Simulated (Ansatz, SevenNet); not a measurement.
For Ge₂Sb₂Te₅ (P-3m1, No. 164; start mp-3534), the machine-learned potential SevenNet-0 (trained on PBE and PBE+U data) gives:

* **lattice constant a**: 4.272 Å
* **c axis length**: 18.113 Å
* **formation enthalpy**: -0.131 eV/atom

Question: What does LDA (Ansatz, a program for electronic structure, PAW) give for the same quantities?

Answer: 
- lattice constant a: 4.177 Å (drops by 2.2 %)
- lattice parameter c: 16.885 Å (shrinks by 6.8 %)
- formation enthalpy: -0.084 eV/atom (moves by +0.047 eV/atom)

Changes are worked out from the printed values.

Unless a cell is named, each level is at its own relaxed cell (SevenNet-0 31.80, LDA 28.34 Å³/atom).

Levels without +SOC leave out spin–orbit coupling, which shifts energies and cells of such heavy elements.

Caveats: the relaxation could not lower the start's symmetry, so the cell can be a saddle point above a distorted one (SevenNet-0, LDA). Ansatz's density-functional and Hartree–Fock values are scalar-relativistic unless marked +SOC, with PAW data made under PBE.

A start named mp-… is a Materials Project structure, which can be a computed phase never made.
